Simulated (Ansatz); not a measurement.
# Bulk modulus B0 of C11b MoSi2: levels of theory against measurement

Reference value: 222 ± 2 GPa (measured, room temperature, no zero-point or thermal correction, B' = 4; as tabulated in Structural stability of MoSi2 and Mo5Si3 under high pressure, Chin. Phys. B 26 …).

```json
[
 {"level (code)": "LDA (Ansatz)", "value (GPa)": "225", "cell (Å³/atom)": "13.06", "difference (%)": "+1.4"},
 {"level (code)": "PBE (Ansatz)", "value (GPa)": "204", "cell (Å³/atom)": "13.58", "difference (%)": "-8.1"},
 {"level (code)": "PBE-D3(BJ) (Ansatz)", "value (GPa)": "221", "cell (Å³/atom)": "13.13", "difference (%)": "-0.5"},
 {"level (code)": "rVV10 (Ansatz)", "value (GPa)": "195", "cell (Å³/atom)": "13.74", "difference (%)": "-12.2"},
 {"level (code)": "r²SCAN+rVV10 (Ansatz)", "value (GPa)": "221", "cell (Å³/atom)": "13.30", "difference (%)": "-0.5"}
]
```

The reference is not for a static lattice or low temperature, so close values are not ranked against it.

The reference has no zero-point or thermal correction, while the calculations are for a static lattice, so the differences are not the levels' errors alone. A static lattice is as a rule stiffer than a warm one, by over a tenth in soft solids.  Each level is taken at its own relaxed cell. Cutoffs differ between the levels. Ansatz's density-functional and Hartree–Fock values are scalar-relativistic unless marked +SOC, with PAW data made under PBE.

Differences are worked out from the printed values.

Ansatz is a quantum-chemistry and plane-wave program.
